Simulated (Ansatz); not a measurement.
The reference is AlN in the zinc blende structure (space group F-43m, No. 216).

Levels (all Ansatz, an electronic-structure program, PAW, earlier PAW set): PBE (420 eV, no SOC); r2SCAN (500 eV, spin-orbit coupling left out).

Levels that relaxed their own cell: PBE and r2SCAN.

Measured: band gap 5.34 eV (temperature not stated; as listed in Daiki Deguchi et al., Japanese Journal of Applied Physics (2016)).

What do the calculations give for these quantities, and how do they miss?


| level | band gap |
|---|---|
| PBE | 3.31 eV |
| r2SCAN | 3.93 eV |

Computed minus measured — band gap: PBE -2.03 eV, r2SCAN -1.41 eV (closest: r2SCAN). Measured values not marked as corrected hold thermal and zero-point effects that the static-lattice runs lack. A measured gap can be an optical one, lowered by exciton binding.

Gaps are Kohn–Sham eigenvalue differences; semilocal functionals usually give less than the measured gap. Whether these cells are dynamically stable was not tested. This is not the structure that AlN has at room temperature and ambient pressure.
